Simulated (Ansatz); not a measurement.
Consider GaN in the CsCl type structure (space group Pm-3m, No. 221; a = 2.743 Å; a hypothetical phase, not in the database extracts checked; relaxed with 0.1 eV smearing). Axes: x, y, z lie along the cube axes.

All numbers come from Kohn–Sham DFT with the PBE functional, run in Ansatz (a first-principles code) with PAW and 420 eV plane waves, spin-orbit coupling left out.

Perturbation: every lattice vector is shortened by 1.33 %, atoms relaxed at fixed cell.

Task: Predict the stress tensor and what it implies for the stiffness.

Result: Stress of the strained cell less that of the base (GPa, compression positive):
```
    6.5     0.0     0.0
    0.0     6.5     0.0
    0.0     0.0     6.5
```

Then B = −ΔP/(ΔV/V₀) with ΔV/V₀ = -0.0394 gives secant stiffness values (nonlinear terms included at this strain): B ≈ 164 GPa.

As a check, the harmonic strain energy −½ V₀ Δσ:ε is 8.3 meV/atom; the computed energy rise is 7.9 meV/atom.

No phonon test of stability was made. All final runs are without spin polarisation.
